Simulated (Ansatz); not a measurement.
**How a calculation on LaMg7 (P-6m2, 8 atoms in the cell) responds to its settings**

```
CELL_PARAMETERS angstrom
      6.90654     0.00000     0.00000
     -3.45327     5.98124     0.00000
      0.00000     0.00000     5.33482
ATOMIC_POSITIONS crystal
  La 0.66667 0.33333 0.50000
  Mg 0.16240 0.32480 0.50000
  Mg 0.16240 0.83760 0.50000
  Mg 0.67520 0.83760 0.50000
  Mg 0.83893 0.16107 0.00000
  Mg 0.32215 0.16107 0.00000
  Mg 0.83893 0.67785 0.00000
  Mg 0.33333 0.66667 0.00000
```

Base run A: PBEsol, default PAW files made with PBE run with Ansatz (a quantum-chemistry and plane-wave program), self-consistent single point.

Its settings: basis.ecutwfc = 30.9 Ry; kpoints.mp_grid.grid = 3 3 3; hamiltonian.xc = pbesol; hamiltonian.pseudopotentials = {kind: paw} (the program's default PAW files); scf.occupations.method = fermi_dirac; scf.occupations.width = 0.0073 Ry.

The starting cell comes from a database of computed structures (which also holds hypothetical and non-ambient phases and stackings), without a prior relaxation at this level. Its lattice was rescaled by a random factor within 2.5 % of one. Ansatz's pressure includes its estimate of the finite-basis (Pulay) stress. Without a gap this mesh is coarse (it stands for a supercell whose shortest vector is 16 Å).

Runs:
- B: hamiltonian.xc: pbesol → lda [LDA (PW92)]
- C: hamiltonian.xc: pbesol → blyp [BLYP]
- D: basis.ecutwfc: 30.9 Ry → 36.7 Ry; hamiltonian.xc: pbesol → r2scan [r2SCAN]

```tsv
run	pressure (GPa)	largest force (eV/Å)
A	-2.60	0.027
B	___	0.033
C	___	0.029
D	___	0.074
```

**Question.** Some entries are withheld; supply them.

**Answer.** 
- B, pressure (GPa): -3.65
- C, pressure (GPa): -0.68
- D, pressure (GPa): -2.18

Left out of this page: 2 runs of the series held back from this collection.

Keys are those of Ansatz 0.2.
